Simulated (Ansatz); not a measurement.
The cell is built on a prototype and need not be the phase stable at ambient conditions.

By PBEsol, the system below comes out a metal.

Without scattering a metal conducts by its projected Fermi surface.

Here is the system:

```yaml
crystal:
  lattice:
    - [3.60098, 0.00000, 0.00000]
    - [0.00000, 3.60098, 0.00000]
    - [1.80049, -1.80049, 3.83455]
  atoms:
    - { symbol: Au, position: [0.00000, 0.00000, 0.00000] }
    - { symbol: Al, position: [0.66432, 0.33568, 0.67136] }
    - { symbol: Al, position: [0.33568, 0.66432, 0.32864] }
```

Space group of this cell: I4/mmm. The cell was relaxed by PBE-D3(BJ); by PBEsol its mean pressure is 0.7 GPa.

The current flows along the normal of the first two printed cell vectors. No spin-orbit coupling; the value is a mean over 0.1 eV about the Fermi level.

### Question
State the ballistic conductance per area according to PBEsol in Ansatz (a quantum-chemistry and plane-wave program).

### Answer
0.52 × 10¹⁵ S/m² for both spins.
